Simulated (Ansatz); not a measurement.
The parent structure is TaC in the rock salt structure (space group Fm-3m, No. 225; a = 4.4400 Å).

Levels (all Ansatz, a program for electronic structure, PAW, earlier PAW set): PBEsol (420 eV, spin-orbit coupling left out); PBEsol+SOC (420 eV, spin-orbit coupling included).

The geometry is relaxed with PBEsol.

| Property | Result |
|---|---|
| PBEsol pressure | 0.0 GPa |

With PBEsol+SOC at the same geometry, the pressure goes from zero to -0.4 GPa.

Single points use the geometry relaxed with PBEsol. The spin-orbit shifts are approximate. No phonon test of stability was made. The runs without spin-orbit coupling are not spin-polarised. An odd electron count without spin: TaC.
